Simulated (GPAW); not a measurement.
Band structure of Sr2Cu2O5 (Pbam, 18 atoms in the cell).

```
Sr2Cu2O5
1.0
    5.47550     0.00000     0.00000
    0.00000    10.89086     0.00000
    0.00000     0.00000     3.71101
Sr Cu O
4 4 10
Direct
  0.21462   0.86484   0.50000
  0.78538   0.13516   0.50000
  0.71462   0.63516   0.50000
  0.28538   0.36484   0.50000
  0.24205   0.62153   0.00000
  0.75795   0.37847   0.00000
  0.74205   0.87847   0.00000
  0.25795   0.12153   0.00000
  0.50000   0.50000   0.00000
  0.00000   0.00000   0.00000
  0.98647   0.73205   0.00000
  0.01353   0.26795   0.00000
  0.48647   0.76795   0.00000
  0.51353   0.23205   0.00000
  0.20172   0.59791   0.50000
  0.79828   0.40209   0.50000
  0.70172   0.90209   0.50000
  0.29828   0.09791   0.50000
```

Method of the run: PBEsol, GPAW PAW datasets PBEsol (made by gpaw-setup) (plane waves; GPAW 25.7.0).

Settings: mode = pw; ecut = 950 eV; xc = PBEsol; kpts = 2 1 2; mesh shift (steps) = 0 0 0; occupations.name = marzari-vanderbilt; occupations.width = 0.05 eV; nbands = -22; convergence.density = 1e-05 e/electron; convergence.energy = 1e-05 eV/electron; symmetry.symmorphic = false; symmetry.tolerance = 0.0005; maxiter = 120; bandpath_npoints = 50.

The starting cell comes from a database of computed structures (which also holds hypothetical and non-ambient phases and stackings), without a prior relaxation at this level. Spin polarisation is off, so a magnetic state, if there is one, cannot be reached. The run gives no clean gap (levels at the Fermi energy touch, overlap or are partly filled at this smearing), which alone does not show that the compound is a metal.

Levels in eV from the Fermi level, bands 69 to 76:
| point | 69 | 70 | 71 | 72 | 73 | 74 | 75 | 76 |
|---|---|---|---|---|---|---|---|---|
| Γ | -0.23 | -0.19 | -0.15 | -0.15 | -0.07 | 0.21 | 0.56 | 1.04 |
| X | -0.21 | -0.21 | -0.02 | 0.07 | 0.84 | 1.03 | 2.15 | 2.41 |
| S | -0.28 | -0.28 | -0.04 | -0.04 | 1.03 | 1.03 | 2.16 | 2.16 |
| Y | -0.30 | -0.30 | -0.18 | -0.18 | 0.02 | 0.02 | 0.32 | 0.32 |
| Z | -0.32 | -0.32 | -0.10 | -0.10 | 0.04 | 0.04 | 0.82 | 0.82 |
| U | -0.21 | -0.21 | 0.04 | 0.04 | 1.10 | 1.10 | 2.19 | 2.19 |
| R | -0.34 | -0.34 | -0.04 | -0.04 | 1.04 | 1.04 | 2.16 | 2.16 |
| T | -0.23 | -0.23 | -0.18 | -0.18 | 0.19 | 0.19 | 0.20 | 0.20 |

Bands cross the Fermi level along this path, so the cell is metallic at this level.
